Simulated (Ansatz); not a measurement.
# A computed series for InSb: pressure series

Base system: InSb in the zinc blende structure (space group F-43m, No. 216; a = 6.556 Å).

Cell and atoms are relaxed at each pressure.

Computed with Ansatz (an electronic-structure program), r2SCAN, PAW, cutoff 500 eV, scalar-relativistic without spin-orbit coupling.

Candidates:
(a) pressure 2.1 GPa
(b) pressure 4.5 GPa
(c) pressure 0.9 GPa

For the base:

| Item | Result |
|---|---|
| Band gap | zero |

Task: Order them by band gap, highest first.

Result: (b) pressure 4.5 GPa (0.54 eV), (a) pressure 2.1 GPa (0.29 eV), (c) pressure 0.9 GPa (0.14 eV)

Spin-orbit coupling, missing from the scalar runs, can matter with Sb. Load acts through the strain it causes; cell and atoms are relaxed under it. Stability against distortions was not tested. Tetrahedral semiconductors of this kind turn to denser phases somewhere between about 1 and 50 GPa; those were not computed, so compressed cells here can lie past the real transition. All final runs are without spin polarisation. Gaps under 0.05 eV, about the width of the smearing, are given as zero. A zero or small gap of InSb can be the functional's error rather than a property of the material.
